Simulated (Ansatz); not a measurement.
The reference is Ti in the hcp (Mg type) structure (space group P6_3/mmc, No. 194; a = 2.8644 Å, c = 4.5373 Å; relaxed with 0.1 eV smearing).

Computed with LDA (Ansatz, a first-principles code; PAW; 420 eV plane waves; no spin-orbit coupling).

Base values:

The pressure comes out as 0.0 GPa.

One thing is altered: every lattice vector is stretched by 2.00 %; the atoms relax in the strained cell.

Problem. Predict the new energy relative to the base and pressure.

Solution. The energy rises by 22 meV/atom; the pressure (mean of the normal stresses, compression positive) goes from zero to -6.7 GPa.

Stability against distortions was not tested. The final runs are not spin-polarised.
